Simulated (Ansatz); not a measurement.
The starting structures come from a database of crystals and need not be the phases stable at ambient conditions.

Tunnelling through a barrier is set by its complex band structure: the current falls as exp(−2κd) with the smallest κ.

Consider the following.

```yaml
crystal:
  lattice:
    - [6.41759, 0.00000, 0.00000]
    - [3.20879, 9.29474, 0.00000]
    - [3.20879, -1.10776, 3.01151]
  atoms:
    - { symbol: Li, position: [0.66208, 0.33792, 0.33792] }
    - { symbol: Li, position: [0.33792, 0.66208, 0.66208] }
    - { symbol: Li, position: [0.66208, 0.83792, 0.83792] }
    - { symbol: Li, position: [0.33792, 0.16208, 0.16208] }
    - { symbol: Ge, position: [0.00000, 0.00000, 0.00000] }
    - { symbol: Ge, position: [0.00000, 0.50000, 0.50000] }
    - { symbol: F, position: [0.28236, 0.50000, 0.50000] }
    - { symbol: F, position: [0.71764, 0.50000, 0.50000] }
    - { symbol: F, position: [0.28236, 0.00000, 0.43528] }
    - { symbol: F, position: [0.71764, 0.00000, 0.56472] }
    - { symbol: F, position: [0.65628, 0.65199, 0.03545] }
    - { symbol: F, position: [0.34372, 0.34801, 0.96455] }
    - { symbol: F, position: [0.03974, 0.15199, 0.15199] }
    - { symbol: F, position: [0.96026, 0.84801, 0.84801] }
    - { symbol: F, position: [0.03974, 0.65199, 0.26853] }
    - { symbol: F, position: [0.96026, 0.34801, 0.73147] }
    - { symbol: F, position: [0.65628, 0.15199, 0.15199] }
    - { symbol: F, position: [0.34372, 0.84801, 0.84801] }
```

The cell is taken as given.

Transport runs along the normal of the first two printed cell vectors, the (111) plane of the conventional cell.

The gap is the functional's own. No spin-orbit coupling. Mid-gap values are those at the computed energy nearest the middle.

**Question.** Give the band gap and the smallest decay constant κ at mid-gap that r2SCAN in Ansatz (a quantum-chemistry and plane-wave program) yields.

**Answer.** Gap 7.16 eV on a 10×10×10 mesh; κ = 0.606 1/Å, at the zone centre.
